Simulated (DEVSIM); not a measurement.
Device: Pd/Si3N4/SiO2/p-Si capacitor, at 300 K.

```tsv
layer (left to right)	material	thickness (nm)	Na (cm⁻³)
1	Si3N4	6.20	-
2	SiO2	0.740	-
3	Si	4400	8.5e15
```

Metal gate on the left, work function 5.2 eV. Fixed charge at the semiconductor interface -3.2e10 cm⁻² (in units of +e); no interface traps.

The device is made up for the run: typed textbook-type constants, with dimensions and the other settings drawn at random. Values at 300 K.

```tsv
parameter	Si3N4	SiO2	Si
gap (eV)	5.1	9	1.124
affinity (eV)	2.1	0.9	4.05
permittivity	7.5	3.9	11.7
Nc (cm⁻³)	-	-	2.86e19
Nv (cm⁻³)	-	-	3.1e19
```

DEVSIM, 1D Poisson equation in equilibrium, Boltzmann statistics, complete ionisation; no quantum confinement or tunnelling. Metal contacts follow the ideal Schottky-Mott rule: no Fermi-level pinning, no interface dipoles.

Task: Tabulate band edges, carrier densities and field at 0.7 V on the gate.

Result: Energies count from the Fermi level of the right contact; mesh points crowd at the junctions.

```tsv
x (μm)	Ec (eV)	Ev (eV)	n (cm⁻³)	p (cm⁻³)	field (V/cm)
0.000	2.400	-2.700	< 1e2	< 1e2	58000
0.001300	2.408	-2.692	< 1e2	< 1e2	58000
0.003404	2.420	-2.680	< 1e2	< 1e2	58000
0.005313	2.431	-2.669	< 1e2	< 1e2	58000
0.006550	3.640	-5.360	< 1e2	< 1e2	110000
0.007251	0.495	-0.629	1.4e11	8.4e8	32000
0.009212	0.501	-0.623	1.1e11	1.1e9	32000
0.01628	0.523	-0.601	4.6e10	2.5e9	31000
0.03027	0.565	-0.559	9.1e9	1.3e10	29000
0.06102	0.648	-0.476	3.7e8	3.2e11	25000
0.1346	0.797	-0.327	1200000	9.9e13	15000
0.4000	0.911	-0.213	14000	8.3e15	140
0.9254	0.912	-0.212	14000	8.5e15	≈ 0
2.151	0.912	-0.212	14000	8.5e15	≈ 0
3.664	0.912	-0.212	14000	8.5e15	≈ 0
4.089	0.912	-0.212	14000	8.5e15	≈ 0
4.271	0.912	-0.212	14000	8.5e15	≈ 0
4.349	0.912	-0.212	14000	8.5e15	≈ 0
4.389	0.912	-0.212	14000	8.5e15	≈ 0
4.400	0.912	-0.212	14000	8.5e15	≈ 0
4.405	0.912	-0.212	14000	8.5e15	≈ 0
4.407	0.912	-0.212	14000	8.5e15	≈ 0
```
